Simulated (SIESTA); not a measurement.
SIESTA run on SnSe2 (P-3m1, 3 atoms in the cell): self-consistent single point.

Level of theory: GGA PBEsol, numerical atomic orbitals DZP, PseudoDojo PBEsol standard norm-conserving potentials (rewritten from UPF to PSML) in SIESTA.

```xyz
3
Lattice="3.7639 0.0000 0.0000 -1.8820 3.2596 0.0000 0.0000 0.0000 6.3542" Properties=species:S:1:pos:R:3 pbc="T T T"
Sn     0.0000     0.0000     0.0000
Se     1.8820     1.0865     4.8108
Se     0.0000     2.1731     1.5434
```

Reference input (self-consistent single point, DFT, GGA PBE, numerical atomic orbitals DZP, PseudoDojo PBE standard norm-conserving potentials (rewritten from UPF to PSML)): XC.functional = GGA; XC.authors = PBE; potentials = PseudoDojo PBE standard; PAO.BasisSize = DZP; PAO.EnergyShift = 0.005 Ry; MeshCutoff = 350 Ry; kgrid.MonkhorstPack = 8 8 4; OccupationFunction = FD; ElectronicTemperature = 10 K; MaxSCFIterations = 150; SCF.Mixer.Method = Broyden; SCF.Mixer.Weight = 0.1. This run's input differs from it in these lines:

```diff
@@ -1,2 +1,2 @@
-# files in the folder: Sn.psml Se.psml (PseudoDojo PBE standard)
+# files in the folder: Sn.psml Se.psml (PseudoDojo PBEsol standard)
 SystemName  SnSe2
@@ -24,3 +24,3 @@
 XC.functional                GGA
-XC.authors                   PBE
+XC.authors                   PBEsol
 PAO.BasisSize                DZP
```

Output (repeated stretches shortened):

```
        iscf     Eharris(eV)        E_KS(eV)     FreeEng(eV)     dDmax    Ef(eV) dHmax(eV)
   scf:    1    -8723.853816    -8729.199479    -8729.199479  0.832738 -5.179417  5.564637
   scf:    2    -8730.012912    -8729.633110    -8729.633110  0.069872 -5.170736  4.088615
   scf:    3    -8730.153367    -8730.031534    -8730.031534  0.162409 -4.587697  0.679929
   scf:    4    -8730.046855    -8730.039637    -8730.039637  0.017211 -4.728257  0.417663
   scf:    5    -8730.045023    -8730.042748    -8730.042748  0.021338 -4.895962  0.073961
   [... 5 lines left out ...]
   scf:   11    -8730.042885    -8730.042885    -8730.042885  0.000057 -4.935098  0.000346
   scf:   12    -8730.042885    -8730.042885    -8730.042885  0.000017 -4.935243  0.000253
   scf:   13    -8730.042885    -8730.042885    -8730.042885  0.000011 -4.935312  0.000200
   scf:   14    -8730.042885    -8730.042885    -8730.042885  0.000007 -4.935334  0.000177
SCF Convergence by DM+H criterion
max |DM_out - DM_in|         :     0.0000070244
max |H_out - H_in|      (eV) :     0.0001770726
SCF cycle converged after 14 iterations

Using DM_out to compute the final energy and forces

siesta: E_KS(eV) =            -8730.0429

siesta: E_KS - E_eggbox =     -8730.0429

siesta: Atomic forces (eV/Ang):
     1   -0.000000    0.000000   -0.000000
     2   -0.000002    0.000002   -1.270629
     3    0.000002   -0.000002    1.270629
   Tot   -0.000000    0.000000   -0.000000
   Max    1.270629
   Res    0.598980    sqrt( Sum f_i^2 / 3N )
   Max    1.270629    constrained

Stress tensor Voigt[x,y,z,yz,xz,xy] (kbar):      -69.85      -69.36      -73.75        0.00       -0.00        0.42
(Free)E + p*V (eV/cell)    -8726.5888
Target enthalpy (eV/cell)    -8730.0429

   [... lines left out ...]
siesta: FreeEng =     -8730.042885
   [... lines left out ...]
siesta:    -0.043596    0.000265   -0.000000
siesta:     0.000265   -0.043290    0.000000
siesta:    -0.000000    0.000000   -0.046034

siesta: Cell volume =         77.959838 Ang**3

siesta: Pressure (static):
siesta:                Solid            Molecule  Units
siesta:           0.00048256          0.00067589  Ry/Bohr**3
siesta:           0.04430658          0.06205751  eV/Ang**3
siesta:          70.98696005         99.42709594  kBar
```

The run converged in 14 iterations. Against the reference run the pressure goes from 10.16 to 7.10 GPa, the largest force goes from 1.494 to 1.271 eV/Å and the gap on the mesh goes from 0.921 to 0.857 eV.

The starting cell comes from a database of computed structures (which also holds hypothetical and non-ambient phases and stackings), without a prior relaxation at this level. Its lattice was rescaled by a random factor within 2.5 % of one. Values carry the incompleteness of an atom-centred basis. With a pressure of about 7 GPa the cell is away from its equilibrium volume at this level. Forces in this geometry exceed 1 eV/Å.

Cost on one core of a shared machine: roughly 40 s.
